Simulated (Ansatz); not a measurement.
A computed series for GaN: response to strain

Take GaN in the wurtzite structure (space group P6_3mc, No. 186; a = 3.183 Å, c = 5.185 Å) as the base. Axes: x lies along a and z along c of the hexagonal cell.

Strains are applied to the cell and any free atomic positions relax.

The values are results of PBEsol, PAW, 420 eV (Ansatz, a first-principles code; scalar-relativistic without spin-orbit coupling), not measurements.

Candidates:
(a) uniaxial strain ε_zz = +1.80 %
(b) uniaxial strain ε_zz = +0.60 %
(c) uniaxial strain ε_zz = +2.40 %
(d) uniaxial strain ε_zz = +1.20 %

Before the change:

Band gap: 1.88 eV

Q: Order them by band gap, lowest first.

A: (c) uniaxial strain ε_zz = +2.40 % (1.62 eV), (a) uniaxial strain ε_zz = +1.80 % (1.69 eV), (d) uniaxial strain ε_zz = +1.20 % (1.75 eV), (b) uniaxial strain ε_zz = +0.60 % (1.81 eV)

Stability against distortions was not tested.
